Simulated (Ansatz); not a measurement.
# Effective masses and thermopower of GaS (P6_3/mmc)

```
GaS
1.0
    3.53441     0.00000     0.00000
   -1.76720     3.06088     0.00000
    0.00000     0.00000    15.04169
Ga S
4 4
Cartesian
  0.00000   2.04059   4.97011
  1.76720   1.02029  10.07158
  1.76720   1.02029  12.49096
  0.00000   2.04059   2.55073
  0.00000   2.04059  13.58278
  1.76720   1.02029   1.45891
  1.76720   1.02029   6.06193
  0.00000   2.04059   8.97976
```

These are PBEsol+D3BJ, rigid bands (plane waves, PAW, scalar-relativistic; Ansatz, an electronic-structure program) values and carry that method's errors. Cell: cell and atoms relaxed with PBEsol+d3bj.

```json
{
  "band_gap": "1.29 eV",
  "electron conductivity mass (300 K, dilute)": "0.46 (x), 0.46 (y), 0.61 (z) mₑ",
  "hole conductivity mass (300 K, dilute)": "1.95 (x), 1.95 (y), 0.164 (z) mₑ",
  "effective density of states N_c (300 K)": "6.0e19 cm⁻³",
  "effective density of states N_v (300 K)": "2.0e19 cm⁻³",
  "density_of_states_mass_electrons": "1.80 mₑ",
  "density_of_states_mass_holes": "0.85 mₑ",
  "Seebeck coefficient, n-type 1e19 cm⁻³, 300 K": "-361 μV/K",
  "best n-type power factor at 300 K for τ = 10 fs (best axis; densities from 1e16 to 1e21 cm⁻³ tried, whether or not they can be reached)": "18.0 μW/(cm·K²) at 3e20 cm⁻³",
  "Seebeck coefficient, p-type 1e19 cm⁻³, 300 K": "279 μV/K",
  "best p-type power factor at 300 K for τ = 10 fs (best axis; densities from 1e16 to 1e21 cm⁻³ tried, whether or not they can be reached)": "15.8 μW/(cm·K²) at 3e19 cm⁻³"
}
```

Rigid bands; masses and Seebeck coefficients take one relaxation time τ for all states and one kind of carrier; polarons and phonon drag are left out. Spin-orbit coupling is left out; where it splits the top of the valence band, N_v and the p-type Seebeck coefficient come out somewhat high without it. Geometry: cell and atoms relaxed with PBEsol+D3(BJ).

Formula and space group known from diffraction (Crystallography Open Database), not checked to be the room-temperature form: GaS (P6_3/mmc). PBEsol with a dispersion correction tends to overbind, so the cell can be several per cent short: GaS (P6_3/mmc).
